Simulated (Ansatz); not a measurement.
GaS, response to strain

Start from GaS in the beta-GaS type structure (space group P6_3/mmc, No. 194; a = 3.534 Å, c = 15.039 Å; layered, stacked along the Cartesian z axis). Axes: x lies along a and z along c of the hexagonal cell.

Strains are applied to the cell and any free atomic positions relax; under biaxial strain the out-of-plane vector relaxes too.

Level of theory: plane-wave PAW DFT at the PBEsol-D3(BJ) level (Ansatz, an electronic-structure program, 420 eV), no spin-orbit coupling.

Notes on the quantities. pressure: mean of the normal stresses, compression positive.

```tsv
variant	pressure	band gap	gap character	volume per atom
base	0.00 GPa	1.29 eV	indirect, Γ → M	20.33 Å³
biaxial strain +2.31 %, plane normal [001], relaxed out of plane	-2.05 GPa	1.12 eV	indirect, Γ → M	21.03 Å³
uniaxial strain ε_xx = −1.06 %	0.62 GPa	1.28 eV	indirect, Γ → S	20.12 Å³
uniaxial strain ε_zz = −4.78 %	2.05 GPa	0.90 eV	indirect, Γ → M	19.36 Å³
```

Stability against distortions was not tested. k-point labels follow each cell's own Brillouin zone.
